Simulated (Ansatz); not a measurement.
Input:

```xyz
5
Lattice="4.4154 0.0000 0.0000 0.0000 4.4154 0.0000 0.0000 0.0000 4.4154" Properties=species:S:1:pos:R:3 pbc="T T T"
Sc     2.2077     2.2077     0.0000
Sc     0.0000     2.2077     2.2077
Sc     2.2077     0.0000     2.2077
In     0.0000     0.0000     0.0000
N      2.2077     2.2077     2.2077
```

Calculation: PBEsol, DFPT electron-phonon coupling, linearised Boltzmann equation (plane waves, PAW, scalar-relativistic; Ansatz, a program for electronic structure). Cell: relaxed with this functional, without spin-orbit coupling.

### Question
What phonon-limited resistivity does this give at 300 K?

### Answer
19.5 μΩ·cm.

### Question
And the electrons' mean free path at that temperature?

### Answer
10.8 nm, weighted by the current that each state carries. Wires not much wider than this gain resistivity from their walls.

A metal at this level (no band gap). Only scattering by harmonic phonons is included (no impurities, grain boundaries, electron-electron scattering or thermal expansion). Spin-orbit coupling is left out. Halving the electron mesh (20x20x20) moves the resistivity by up to 3 % at 300 K, the mean free path by up to 4 %. Smearing 0.20 eV; phonons on a 3x3x3 q mesh, which this run doesn't test.

Formula and space group known from diffraction (Crystallography Open Database), not checked to be the room-temperature form: Sc3InN (Pm-3m).
